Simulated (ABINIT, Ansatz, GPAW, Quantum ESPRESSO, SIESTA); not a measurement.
# TaCuS2 (P6_3mc, 8 atoms in the cell) computed with different codes at matched settings

Self-consistent single point.

```xyz
8
Lattice="3.3711 0.0000 0.0000 -1.6855 2.9194 0.0000 0.0000 0.0000 13.3313" Properties=species:S:1:pos:R:3 pbc="T T T"
Ta     1.6855     0.9731     9.9454
Ta     0.0000     1.9463     3.2798
Cu     1.6855     0.9731    12.8490
Cu     0.0000     1.9463     6.1833
S      1.6855     0.9731     4.8842
S      0.0000     1.9463    11.5498
S      0.0000     1.9463     8.3959
S      1.6855     0.9731     1.7303
```

All programs got the same cell, k-point mesh and kind of occupations (in Ansatz's words: kpoints.mp_grid.grid = 8 8 2; scf.occupations.method = fermi_dirac; scf.occupations.width = 0.1 eV); potentials, basis and cutoffs are each program's usual ones.

```tsv
code	model	pressure (GPa)	largest force (eV/Å)	k-points	cutoff
GPAW	PBEsol, GPAW PAW datasets PBEsol (made by gpaw-setup)	-4.76	0.204	20	850 eV
Ansatz	PBEsol, PAW files made with PBE	-5.45	0.145	20	420 eV
ABINIT	PBEsol, PAW (JTH v2.0 PBE PAW, files made for PBE)	-5.35	0.148	20	60 Ry
Quantum ESPRESSO	PBEsol, PSlibrary PAW (PBE) pseudopotentials	-6.20	0.206	20	50 Ry
SIESTA	GGA PBEsol, numerical atomic orbitals TZP, PseudoDojo PBEsol standard norm-conserving potentials (rewritten from UPF to PSML)	-6.38	0.276	77	grid 300 Ry
```

Size of the force on each atom (eV/Å): Sizes of forces hide their directions.

```tsv
code	Ta1	Ta2	Cu3	Cu4	S5	S6	S7	S8
GPAW	0.045	0.045	0.032	0.032	0.128	0.128	0.204	0.204
Ansatz	0.035	0.035	0.055	0.055	0.054	0.054	0.145	0.145
ABINIT	0.040	0.040	0.053	0.053	0.054	0.054	0.148	0.148
Quantum ESPRESSO	0.029	0.029	0.063	0.063	0.115	0.115	0.206	0.206
SIESTA	0.146	0.146	0.041	0.041	0.172	0.172	0.276	0.276
```

The spread over the programs that give each value: pressure within 1.62 GPa; largest force within 0.131 eV/Å.

The starting cell comes from a database of computed structures (which also holds hypothetical and non-ambient phases and stackings), without a prior relaxation at this level. On Ansatz's run: Spin-orbit coupling is off. Spin polarisation is off. In the base run, with a pressure of about -5 GPa the cell is away from its equilibrium volume at this level.

**Question.** Why do the programs differ, and what cannot be compared?

**Answer.** Differences of this kind can come from the potentials, where these differ, and from what each basis and cutoff leave unconverged. The valence holds different numbers of electrons (GPAW 72, Ansatz (a quantum-chemistry and plane-wave program) 88, ABINIT 88, Quantum ESPRESSO 72, SIESTA 88). The zero of total energies and Fermi levels follows the potentials and each program's conventions, so they are not compared here. SIESTA uses small atom-centred bases, whose incompleteness enters pressures, forces and empty levels differently from a plane-wave cutoff. Ansatz's pressure is given at a fixed set of plane waves, as the other plane-wave codes print theirs; with its correction for the finite basis it is -5.39 GPa. The programs reduce the same mesh by symmetry to different extents, which changes the work and not the result. In the force vectors, SIESTA (by 0.108) lies more than 0.08 eV/Å from the median of the plane-wave programs.

Left out of this page: CP2K (unsound by tests on forces, stress, charge or solver warnings); FLEUR (not drawn, or without a comparable value).

Keys are those of Ansatz 0.2.
